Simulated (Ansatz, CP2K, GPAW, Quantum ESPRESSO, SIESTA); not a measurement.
# Code comparison for NiS2 (P1, 6 atoms in the cell)

Self-consistent single point, at a second geometry (atoms moved at random). First geometry:

```
CELL_PARAMETERS angstrom
      4.07766     0.00000     0.00000
      0.00000     5.20147     0.00000
     -2.01029     0.00000     4.88022
ATOMIC_POSITIONS crystal
  Ni 0.75106 0.83360 0.74947
  Ni 0.24894 0.33360 0.25053
  S  0.26741 0.95001 0.41712
  S  0.73259 0.45001 0.58288
  S  0.76670 0.21643 0.91754
  S  0.23330 0.71643 0.08246
```

Second geometry:
```
CELL_PARAMETERS angstrom
      4.07766     0.00000     0.00000
      0.00000     5.20147     0.00000
     -2.01029     0.00000     4.88022
ATOMIC_POSITIONS crystal
  Ni 0.76692 0.83806 0.74794
  Ni 0.24093 0.33252 0.25638
  S  0.26220 0.94473 0.41572
  S  0.72946 0.43601 0.57954
  S  0.77283 0.21888 0.92127
  S  0.22765 0.72988 0.07915
```

Shared settings, as Ansatz (a first-principles code) writes them: kpoints.mp_grid.grid = 6 5 5; scf.occupations.method = fermi_dirac; scf.occupations.width = 0.02 eV. Potentials and cutoffs stand in the table.

```csv
code,model,ΔF from the first geometry (meV/atom),pressure (GPa),largest force (eV/Å),cutoff
SIESTA,"GGA PBEsol, numerical atomic orbitals TZP, PseudoDojo PBEsol standard norm-conserving potentials (rewritten from UPF to PSML)",26.0,-3.13,1.583,grid 400 Ry
Ansatz,"PBEsol, default PAW files made with PBE",23.7,-0.85,1.332,default
CP2K,"PBEsol, GPW, DZVP-MOLOPT-SR-GTH basis, GTH-PBE potentials (GTH_POTENTIALS)",23.5,0.23,–,grid 600 Ry
Quantum ESPRESSO,"PBEsol, PSlibrary ultrasoft (PBE) pseudopotentials",25.1,-0.47,1.431,50 Ry
GPAW,"PBEsol, GPAW PAW datasets PBEsol (made by gpaw-setup)",24.0,-0.14,1.381,850 eV
```

Size of the force on each atom (eV/Å): Sizes of forces hide their directions.

```json
[
 {"code": "SIESTA", "Ni1": "0.776", "Ni2": "0.402", "S3": "1.373", "S4": "1.383", "S5": "0.854", "S6": "1.583"},
 {"code": "Ansatz", "Ni1": "0.793", "Ni2": "0.421", "S3": "0.966", "S4": "1.118", "S5": "0.588", "S6": "1.332"},
 {"code": "Quantum ESPRESSO", "Ni1": "0.833", "Ni2": "0.443", "S3": "1.067", "S4": "1.200", "S5": "0.667", "S6": "1.431"},
 {"code": "GPAW", "Ni1": "0.829", "Ni2": "0.445", "S3": "0.982", "S4": "1.147", "S5": "0.621", "S6": "1.381"}
]
```

A dash marks a value that a program does not give, or that is left out as unsure.

On Ansatz's run: spin polarisation is off, so a magnetic state, if there is one, cannot be reached.

The spread over the programs that give each value: ΔF from the first geometry within 2.5 meV/atom; pressure within 3.36 GPa; largest force within 0.251 eV/Å.

SIESTA and CP2K use small atom-centred bases, whose incompleteness enters pressures, forces and empty levels differently from a plane-wave cutoff. Ansatz's pressure is given at a fixed set of plane waves, as the other plane-wave codes print theirs. In the pressure, SIESTA (by 2.66) lies more than 1 GPa from the median of the plane-wave programs. In the force vectors, SIESTA (by 0.420) lies more than 0.08 eV/Å from the median of the plane-wave programs.

The starting cell comes from a database of computed structures (which also holds hypothetical and non-ambient phases and stackings), without a prior relaxation at this level. For this run, on top of that: atoms moved at random.

Keys are those of Ansatz 0.2.
